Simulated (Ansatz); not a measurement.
## TaW₃ (model structure, started from the Cu3Au type, Pm-3m, No. 221, 4 atoms in the cell)

These are PBEsol (Ansatz, a first-principles code, plane waves, PAW) values and carry that method's errors.

Run with plane-wave cutoff 520 eV, 14×14×14 k mesh, Fermi–Dirac smearing 0.05 eV, no spin polarisation, scalar-relativistic PAW data made under PBE.

Cell (relaxed at this level):

```cif
data_TaW3
_chemical_formula_sum 'W3 Ta1'
_space_group_name_H-M_alt 'Pm-3m'
_space_group_IT_number 221
_space_group_name_Hall '-P 4 2 3'
_cell_length_a 4.04202
_cell_length_b 4.04202
_cell_length_c 4.04202
_cell_angle_alpha 90.000
_cell_angle_beta 90.000
_cell_angle_gamma 90.000
loop_
_atom_site_label
_atom_site_type_symbol
_atom_site_symmetry_multiplicity
_atom_site_Wyckoff_symbol
_atom_site_fract_x
_atom_site_fract_y
_atom_site_fract_z
_atom_site_occupancy
W1 W 3 c 0.00000 0.50000 0.50000 1
Ta1 Ta 1 a 0.00000 0.00000 0.00000 1
```

```
Item            Value
------------  -------
bulk modulus  273 GPa
```

Note: the run has no spin polarisation, so it can have missed a magnetic state; the bulk modulus is −V dP/dV from two relaxed cells at ±2 % in volume; the relaxation could raise the start's symmetry but not lower it, so the cell can be a saddle point.

Spin–orbit coupling is not included.

The computed numbers hold no vibrational or temperature effects.

It cost about 100 core-seconds (a rough figure) of CPU time.

A model structure was made by putting elements into a prototype or built by hand; it is no filed structure, need not be a known phase, and can be a saddle point held by its symmetry.
